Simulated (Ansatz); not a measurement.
# Effect of uniaxial strain ε_zz = +3.00 % on ZrSe2

Consider ZrSe2 in the CdI2 type structure (space group P-3m1, No. 164; a = 3.6598 Å, c = 5.8412 Å; layered, stacked along the Cartesian z axis; relaxed with 0.1 eV smearing). Axes: x lies along a and z along c of the hexagonal cell.

Modification: the cell is stretched by 3.00 % along z with no lateral relaxation; the atoms relax in the strained cell.

Computed with PBEsol-D3(BJ) (Ansatz, a first-principles code, PAW, without spin-orbit coupling). Γ-centred 18×18×10 mesh, Fermi–Dirac width 0.1 eV.

- Shortest interatomic distance = 2.661 Å (base 2.655 Å)
- Energy relative to the base (free energy F) = +4.4 meV/atom
- Pressure (mean of the normal stresses, compression positive) = -0.9 GPa (base 0.0 GPa)
- Band gap = zero (base zero)
- Largest internal atomic displacement = 0.038 Å
- Stress (xx, yy, zz, yz, xz, xy; compression positive) = (-0.3, -0.3, -1.9, 0.0, 0.0, 0.0) GPa

Final structure:

```
ZrSe2
1.0
    3.65982     0.00000     0.00000
   -1.82991     3.16950     0.00000
    0.00000     0.00000     6.01648
Zr Se
1 2
Direct
  0.00000   0.00000   0.00000
  0.33333   0.66667   0.26897
  0.66667   0.33333   0.73103
```

Stability against distortions was not tested. The final runs are not spin-polarised. The zero or small gap of ZrSe2 can change with the level of theory.
